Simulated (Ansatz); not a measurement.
Input:

End structure of a constructed model of the (111) surface of fcc Pd, a layer of Ag in place of the second plane (bottom of the slab: a bare face, its two planes held):

```xyz
6
Lattice="2.7886 0.0000 0.0000 -1.3943 2.4150 0.0000 0.0000 0.0000 27.5000" Properties=species:S:1:pos:R:3 pbc="T T T"
Pd     0.0000     1.6100     8.0218
Pd     1.3943     0.8050    10.2987
Pd     0.0000     0.0000    12.5736
Pd     0.0000     1.6100    14.8622
Ag     1.3943     0.8050    17.2426
Pd     0.0000     0.0000    19.5964
```

Set-up: 6 atoms, 11.5 Å thick at the start; mesh 15x15x1; 0.1 eV smearing; dipole correction on; 2 atoms held, the rest relaxed; symmetry of the start imposed; no spin, no spin-orbit, no U. In PBE it is, or lies within 0.01 eV a 1x1 cell of, the lowest of the 2 structures of its composition computed so far; larger cells were not tried.

Problem. What is the computed work function of the top face (PBE run with Ansatz, an electronic-structure program)?

Solution. 5.31 eV
